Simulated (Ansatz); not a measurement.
# CdS: element substitutions

Take CdS in the wurtzite structure (space group P6_3mc, No. 186; a = 4.1636 Å, c = 6.7672 Å) as the base.

Each row replaces one element on all its sites; cell and atoms are relaxed.

Computed with r2SCAN in Ansatz (plane waves to 500 eV, PAW, no spin-orbit coupling).

```tsv
variant	shortest interatomic distance	band gap	space group
base	2.544 Å	1.63 eV	P6_3mc (No. 186)
S → Te	2.839 Å	1.21 eV	P6_3mc (No. 186)
S → Se	2.655 Å	1.11 eV	P6_3mc (No. 186)
S → Os	2.629 Å	zero	P6_3/mmc (No. 194)
```

With Os and Te present, leaving out spin-orbit coupling can change the band edges. No phonon test of stability was made. As relaxed here, CdOs is a hypothetical phase, not in the database extracts checked. For CdTe in this form, whether it has been made was not checked. The final runs are not spin-polarised. CdOs has a high density of states at the Fermi level and may be magnetic at this level. This is not the structure that CdTe has at room temperature and ambient pressure.

Ansatz is an electronic-structure program.
